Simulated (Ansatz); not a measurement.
We consider Ag3SI (R3, No. 146, 5 atoms in the cell; start mp-22995), described by PBEsol (PAW; Ansatz, a first-principles code).

Run with plane-wave cutoff 520 eV, 8×8×8 k mesh, Fermi–Dirac smearing 0.01 eV, no spin polarisation, scalar-relativistic PAW data made under PBE.

Cell (relaxed at this level):

```cif
data_Ag3IS
_chemical_formula_sum 'Ag3 S1 I1'
_space_group_name_H-M_alt 'P 1'
_space_group_IT_number 1
_cell_length_a 4.80237
_cell_length_b 4.80237
_cell_length_c 4.80237
_cell_angle_alpha 90.265
_cell_angle_beta 90.265
_cell_angle_gamma 90.265
loop_
_space_group_symop_operation_xyz
  'x, y, z'
loop_
_atom_site_label
_atom_site_type_symbol
_atom_site_fract_x
_atom_site_fract_y
_atom_site_fract_z
_atom_site_occupancy
Ag1 Ag 0.03757 0.37314 0.51858 1
Ag2 Ag 0.51858 0.03757 0.37314 1
Ag3 Ag 0.37314 0.51858 0.03757 1
S1 S 0.54464 0.54464 0.54464 1
I1 I 0.99004 0.99004 0.99004 1
```

### Question
Give the computed band gap and bulk modulus B0.

### Answer

- band gap = 0.53 eV (on the SCF k mesh)
- bulk modulus B0 = 56.7 GPa

Note: the relaxation could not lower the start's symmetry, so the cell can be a saddle point above a distorted one; the bulk modulus is −V dP/dV from two relaxed cells at ±2 % in volume.

Spin–orbit coupling is not included.

A start named mp-… is a Materials Project structure, which need not be a measured phase.
